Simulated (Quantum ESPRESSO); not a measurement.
A user runs Quantum ESPRESSO on DyAl (Pm-3m, 2 atoms in the cell) and asks whether the run is sound. The aim is a self-consistent single point with DFT, LDA (PZ), plane waves, SSSP 1.1.2 efficiency (PBE) pseudopotentials.

Cell that was meant: a = 3.5836 Å, b = 3.5836 Å, c = 3.5836 Å, α = 90.00°, β = 90.00°, γ = 90.00°.

Part of the input:

```fortran
   3.583560000     0.000000000     0.000000000
   0.000000000     3.583560000     0.000000000
   0.000000000     0.000000000     3.583560000
ATOMIC_POSITIONS {crystal}
Dy    1.791780000    1.791780000    1.791780000
Al    0.000000000    0.000000000    0.000000000
K_POINTS {automatic}
```

Output, abridged:

```
     file Al.pbe-n-kjpaw_psl.1.0.0.UPF: wavefunction(s)  3S 3P renormalized

     Message from routine setup:
   [... lines left out ...]
        k(    1) = (   0.0000000   0.0000000   0.0000000), wk =   0.0013717
        k(    2) = (   0.0000000   0.0000000   0.1111111), wk =   0.0082305
        k(    3) = (   0.0000000   0.0000000   0.2222222), wk =   0.0082305
   [... 82 lines left out ...]

     Dense  grid:    41923 G-vectors     FFT dimensions: (  45,  45,  45)

     Smooth grid:    14795 G-vectors     FFT dimensions: (  32,  32,  32)

     Initial potential from superposition of free atoms

     starting charge      22.9939, renormalised to      23.0000
     Self-consistent Calculation

     iteration #  1     ecut=    50.00 Ry     beta= 0.30

     total energy              =    -790.43961093 Ry
     estimated scf accuracy    <      10.83646507 Ry

     total magnetization       =     0.22 Bohr mag/cell
     absolute magnetization    =     0.26 Bohr mag/cell

     iteration #  2     ecut=    50.00 Ry     beta= 0.30

     total energy              =    -793.73000796 Ry
     estimated scf accuracy    <      58.53601138 Ry

     total magnetization       =     0.52 Bohr mag/cell
     absolute magnetization    =     0.52 Bohr mag/cell

   [... lines left out ...]

   [... 36 blocks of this kind left out ...]

     iteration # 40     ecut=    50.00 Ry     beta= 0.30

     total energy              =    -796.48932834 Ry
     estimated scf accuracy    <          6.4E-11 Ry

     total magnetization       =     4.31 Bohr mag/cell
     absolute magnetization    =     4.40 Bohr mag/cell

     iteration # 41     ecut=    50.00 Ry     beta= 0.30

     Magnetic moment per site  (integrated on atomic sphere of radius R)
     atom   1 (R=0.149)  charge=  8.8306  magn=  2.6907
     atom   2 (R=0.149)  charge=  0.3881  magn=  0.0046
     End of self-consistent calculation

     Number of k-points >= 100: set verbosity='high' to print the bands.

     the Fermi energy is     9.8029 ev

!    total energy              =    -796.48932834 Ry
     estimated scf accuracy    <          7.0E-12 Ry
     smearing contrib. (-TS)   =      -0.00251781 Ry
     internal energy E=F+TS    =    -796.48681052 Ry

     total magnetization       =     4.31 Bohr mag/cell
     absolute magnetization    =     4.40 Bohr mag/cell

     convergence has been achieved in  41 iterations

     Forces acting on atoms (cartesian axes, Ry/au):

     atom    1 type  1   force =    -3.25090475   -3.25090475   -3.25090475
     atom    2 type  2   force =     3.25090475    3.25090475    3.25090475

     Total force =     7.963058     Total SCF correction =     0.000001

          total   stress  (Ry/bohr**3)                   (kbar)     P=     2060.16
   0.01400469   0.01466087   0.01466087         2060.16     2156.69     2156.69
   0.01466087   0.01400469   0.01466087         2156.69     2060.16     2156.69
   0.01466087   0.01466087   0.01400469         2156.69     2156.69     2060.16

   JOB DONE.
```

Q: Is this run sound? If not, what is wrong?

A: The run is not sound. The fault is fractional and Cartesian coordinates mixed up. Numbers meant as fractions of the cell vectors were read as lengths, or the reverse, so the atoms sit in the wrong places. To fix it, make label and numbers agree, by changing either. The run converged in 41 iterations without an error; against the sound input the free energy rises by 19.3 eV/atom, the pressure goes from -3.94 to 206.0 GPa, the largest force goes from 0.000 to 144.8 eV/Å and the size of the net moment goes from 2.35 to 2.15 μB/atom.

An input that runs soundly differs in these lines (not the only fix; some lines may just follow from the change or write a value another way):
```diff
-ATOMIC_POSITIONS {crystal}
+ATOMIC_POSITIONS {angstrom}
```

With that input, the run converged in 22 iterations: free energy E − TS -10875.4225 eV; Fermi level (on the code's own zero) 11.09 eV; pressure -3.94 GPa; size of the cell's spin moment 4.69 μB; site moments (μB, in the program's spheres or projections) Dy 4.70, Al -0.03 (DFT, LDA (PZ), plane waves, SSSP 1.1.2 efficiency (PBE) pseudopotentials).

On the sound input: the starting cell comes from a database of computed structures (which also holds hypothetical and non-ambient phases and stackings), without a prior relaxation at this level. With one magnetic atom in the cell only a parallel order is possible. With U or open f shells several self-consistent states can exist. The f electrons are in the valence without U or exact exchange, which can misplace them near the Fermi level. Spin-orbit terms, which matter for f shells, are left out. With a pressure of about -4 GPa the cell is away from its equilibrium volume at this level.
